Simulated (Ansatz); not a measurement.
# Pressure series in WSi2

The reference is WSi2 (space group I4/mmm, No. 139; a = 3.2292 Å, c = 7.8672 Å).

Cell and atoms are relaxed at each pressure.

Levels (all Ansatz, an electronic-structure program, PAW): PBE (420 eV, scalar-relativistic without spin-orbit coupling); r2SCAN (500 eV, no spin-orbit coupling).

The base cell above is that of PBE; each level relaxes its own structures.

| case | volume per atom, PBE | volume per atom, r2SCAN |
|---|---|---|
| pressure −2 GPa | 13.80 Å³ | 13.53 Å³ |
| pressure −1 GPa | 13.74 Å³ | ___ |
| pressure 1.8 GPa | 13.56 Å³ | 13.31 Å³ |
| pressure 4.2 GPa | 13.42 Å³ | ___ |
| pressure 9 GPa | 13.16 Å³ | ___ |
| pressure 18 GPa | 12.74 Å³ | 12.55 Å³ |
| pressure 30 GPa | 12.26 Å³ | 12.10 Å³ |
| pressure 45 GPa | 11.77 Å³ | ___ |
| pressure 60 GPa | 11.36 Å³ | 11.24 Å³ |

Q: Some entries are withheld; estimate them.

A: 
- pressure −1 GPa, volume per atom, r2SCAN: 13.47 Å³
- pressure 4.2 GPa, volume per atom, r2SCAN: 13.18 Å³
- pressure 9 GPa, volume per atom, r2SCAN: 12.94 Å³
- pressure 45 GPa, volume per atom, r2SCAN: 11.64 Å³

PBE lies above r2SCAN in every row, by 0.12 Å³ to 0.27 Å³. They put the cases in the same order.

Load acts through the strain it causes; cell and atoms are relaxed under it. No phonon test of stability was made. No other phases were tried under pressure. All final runs are without spin polarisation.
